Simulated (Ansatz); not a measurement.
LaZrNO2 (model structure, started from the LaTiNO2 type, I2₁2₁2₁, No. 24, 10 atoms in the cell) was calculated with LDA (plane waves, PAW; Ansatz, an electronic-structure program).

Run with plane-wave cutoff 520 eV, 8×8×8 k mesh, Fermi–Dirac smearing 0.01 eV, scalar-relativistic PAW data made under PBE.

Cell (relaxed with PBEsol):

```
CELL_PARAMETERS angstrom
     -2.92415     2.92624     4.05764
      2.92415    -2.92624     4.05764
      2.92415     2.92624    -4.05764
ATOMIC_POSITIONS crystal
  La 0.97783 0.75000 0.72783
  La 0.52217 0.25000 0.77217
  Zr 0.25000 0.51501 0.26501
  Zr 0.75000 0.98499 0.23499
  N  0.93458 0.68458 0.25000
  N  0.56542 0.81542 0.75000
  O  0.38905 0.75000 0.13905
  O  0.11095 0.25000 0.36095
  O  0.93876 0.18876 0.75000
  O  0.56124 0.31124 0.25000
```

### Question
Estimate the band gap, smallest direct gap on the k points sampled and direct gap at Γ that the calculation returns.

### Answer

* **band gap**: 2.18 eV
* **smallest direct gap on the k points sampled**: 2.35 eV
* **direct gap at Γ**: 2.57 eV

Note: the relaxation could raise the start's symmetry but not lower it, so the cell can be a saddle point; cell and atoms aren't relaxed at this level (largest force component 0.03 eV/Å, pressure -4.1 GPa).

Spin–orbit coupling is not included.

Cost on a shared machine: very roughly 110 core-seconds.

A model structure was made by putting elements into a prototype or built by hand; it is no filed structure, need not be a known phase, and can be a saddle point held by its symmetry.
